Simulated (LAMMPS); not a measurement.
LAMMPS 22 Jul 2025, classical MD, Buckingham with full ionic charges: MgO, 110592 atoms.

```text
units metal
atom_style charge
read_data unit.data
replicate 24 24 24
pair_style buck/coul/long 10.0
pair_coeff 1 1 0.0 1.0 0.0
pair_coeff 1 2 1428.5 0.2945 0.0
pair_coeff 2 2 22764.0 0.149 27.88
kspace_style pppm 0.0001
velocity all create 2400 4928 dist gaussian loop geom
fix 1 all nve
fix 2 all langevin 1200 1200 0.04 9876 zero yes
timestep 0.001
thermo 100
run 300
reset_timestep 0
write_restart start.rst
```

```text
read_restart start.rst
pair_style buck/coul/long 10.0
pair_coeff 1 1 0.0 1.0 0.0
pair_coeff 1 2 1428.5 0.2945 0.0
pair_coeff 2 2 22764.0 0.149 27.88
kspace_style pppm 0.0001
neighbor 2.0 bin
neigh_modify every 1 delay 0 check yes
fix 1 all nve
timestep 0.001
thermo_style custom step temp pe etotal press
thermo_modify format float %.10g
thermo 100
group probe id 1:48
dump probe probe custom 1000000 forces.txt id fx fy fz
dump_modify probe sort id format float %.8g
run 150
```

```bash
# ahead of the timed run: OMP_NUM_THREADS=1 mpirun -np 48 lmp -in in.warm -log none -nocite
OMP_NUM_THREADS=4 mpirun -np 8 lmp -sf omp -pk omp 4 -in in.lmp -log log.lammps -nocite
```

Machine: one whole node, Arm Neoverse V2, 96 cores on 1 socket, no SMT, 1 L3 cache group.

On 8 ranks × 4 threads this takes 5.1 s. Each time is the median wall time of two to five repeats, run one at a time on the otherwise empty machine; start-up is included. Unless noted, each process is bound to its own block of adjacent cores. The build: PyPI wheel: MPICH, OPENMP and OPT packages; another build can shift the numbers. Scratch files lie in a memory file system. A preparatory run goes ahead and isn't timed.

Q: Make this run faster without changing its result beyond 1.0 meV/atom in energy, 10 meV/Å in forces on 48 atoms, 0.20 meV an atom in drift of the total energy. Keep to 32 cores.

A: Several could match; the one computed here: going from 8 ranks × 4 threads to 32 ranks, one of the fastest of the measured ones that keep the result.

```diff
-OMP_NUM_THREADS=4 mpirun -np 8 lmp -sf omp -pk omp 4 -in in.lmp -log log.lammps -nocite
+OMP_NUM_THREADS=1 mpirun -np 32 lmp -sf omp -pk omp 1 -in in.lmp -log log.lammps -nocite
```

Time: 5.1 s to 3.8 s (1.4× as fast). The largest move is in long-range solver (Kspace): 2.2 s to 0.92 s. What the program resolved moves too: grid of ranks from 2 by 2 by 2 to 4 by 2 by 4. These two results differ by: energy equal as printed, forces on 48 atoms equal as printed, drift of the total energy equal as printed. Others tried: 32 ranks (3.9 s); 16 ranks × 2 threads, suffix = omp (4.2 s). 5 planned settings were not run, for want of time.
